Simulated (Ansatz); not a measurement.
# Competing hops of interstitial B in fcc Cu, neutral cell

System: interstitial B in fcc Cu (neutral cell). Method: PBE, PAW (plane waves to 420 eV; Ansatz, a quantum-chemistry and plane-wave program).

Cell of 32 host sites held at the relaxed PBE lattice; a 2×2×2 k-point mesh shifted by half a step; Fermi-Dirac width 0.10 eV, spin-restricted; finite-size errors left in. Energies are static. Sites that were not tried may lie lower.

Barriers: single points on a 4×4×4 k-point mesh shifted by half a step at the bands' geometries (they differ from the bands' own by up to 0.18 eV, and are uncertain by about as much).

```json
[
 {"Route": "one B atom jumps by itself", "Start site over the lowest site run (eV)": "0.00", "Hop (Å)": "2.56", "Forward barrier (eV)": "1.19", "Backward barrier (eV)": "1.19", "Neighbours at the start": "6 Cu at 1.97 Å", "Neighbours at the saddle": "2 Cu at 1.83, 4 Cu at 2.12 Å", "Saddle order": "first order", "Forward, on the band's own sampling (eV)": "1.00"}
]
```

Paths come from nudged elastic bands with a climbing image.
